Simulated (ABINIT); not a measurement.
Input and output of a relaxation of the atoms for LaH₃ (I4mm, 4 atoms in the cell) (ABINIT).

Level of theory: LDA (PW92), PAW (JTH v2.0 LDA PAW) (plane waves; ABINIT 10.0.3).

The input file:

```
# LaH3, JTH v2.0 LDA PAW
pp_dirpath "./"
pseudos "La.LDA_PW-JTH.xml, H.LDA_PW-JTH.xml"
acell 3*1.0
rprim
        -3.5294131371    3.5294131371    5.7458653497
         3.5294131371   -3.5294131371    5.7458653497
         3.5294131371    3.5294131371   -5.7458653497
natom 4
ntypat 2
znucl 57 1
typat 1 2 2 2
xred
         0.0246660000    0.0246660000    0.0000000000
         0.7500000000    0.2500000000    0.5000000000
         0.2500000000    0.7500000000    0.5000000000
         0.5000000000    0.5000000000    0.0000000000
ecut 30
pawecutdg 60
pawxcdev 0
ixc 7
occopt 3
tsmear 0.02 eV
nband 12
kptopt 1
ngkpt 4 4 4
nshiftk 1
shiftk 0 0 0
nstep 50
tolvrs 1.0e-11
ionmov 2
ntime 40
tolmxf 0.00194
prtwf 0
prtden 0
enunit 1
```

Log, with long lists cut:

```
--- !BeginCycle
solver: {iscf: 17, nstep: 50, nline: 4, wfoptalg: 10, }
tolerances: {tolvrs: 1.00E-11, }
...

     iter   Etot(hartree)      deltaE(h)  residm     nres2
 ETOT  1  -33.710256004948    -3.371E+01 5.338E-01 1.317E+01
 ETOT  2  -33.998969367400    -2.887E-01 1.186E-02 2.182E+00
 ETOT  3  -33.996878805709     2.091E-03 3.478E-03 1.133E-01
 ETOT  4  -33.996820052450     5.875E-05 2.750E-03 1.802E-02
 ETOT  5  -33.996805568177     1.448E-05 1.462E-03 5.139E-04
   [... 3 lines left out ...]
 ETOT  9  -33.996806379729    -4.226E-11 1.658E-04 8.077E-09
 ETOT 10  -33.996806379732    -2.963E-12 4.393E-05 1.428E-10
 ETOT 11  -33.996806379732     6.395E-14 4.249E-05 2.023E-11
 ETOT 12  -33.996806379733    -4.690E-13 2.323E-05 1.855E-12
 At SCF step   12       nres2   =  1.85E-12 < tolvrs=  1.00E-11 =>converged.

 Cartesian components of stress tensor (hartree/bohr^3)
  sigma(1 1)=  6.81327581E-05  sigma(3 2)=  0.00000000E+00
  sigma(2 2)=  6.81327581E-05  sigma(3 1)=  0.00000000E+00
  sigma(3 3)=  7.52206790E-05  sigma(2 1)=  0.00000000E+00

 ----iterations are completed or convergence reached----

 reduced coordinates (array xred) for    4 atoms
       0.013838543214      0.013838543214      0.000000000000
       0.757066358887      0.257066358887      0.500000000000
       0.257066358887      0.757066358887      0.500000000000
       0.496694739013      0.496694739013     -0.000000000000
 cartesian forces (eV/Angstrom) at end:
    1     -0.00000000000000    -0.00000000000000    -0.03723236961467
   [... lines left out ...]
 Fermi (or HOMO) energy (eV) =   4.05954   Average Vxc (eV)= -10.71029
total_energy        : -3.39977740728412E+01
   [... lines left out ...]
     3        0.007066358887      0.007066358887     -0.000000000000
     4       -0.003305260987     -0.003305260987     -0.000000000000

-Cartesian components of stress tensor (GPa)         [Pressure= -2.5685E+00 GPa]
- sigma(1 1)=  2.62097335E+00  sigma(3 2)=  0.00000000E+00
- sigma(2 2)=  2.62097335E+00  sigma(3 1)=  0.00000000E+00
- sigma(3 3)=  2.46350255E+00  sigma(2 1)=  0.00000000E+00

 Calculation completed.
```

The run converged. 

Summary of the result:
```
Quantity                                              Result
------------------------------------------------  ----------
Free energy E − TS                                -925.13 eV
Top of the valence band (on the code's own zero)     3.96 eV
Gap on the k-point mesh                              0.23 eV
Pressure                                           -2.57 GPa
Largest force (vector length)                     0.037 eV/Å
Relaxation steps                                           3
```

The starting cell comes from a database of computed structures (which also holds hypothetical and non-ambient phases and stackings), without a prior relaxation at this level. Its lattice was rescaled by up to half a per cent. For this run, on top of that: one atom moved by 0.15 angstrom. The relaxation keeps the symmetry of its start, so its end need not be a minimum.

Cost on one core of a shared machine: roughly 40 s.
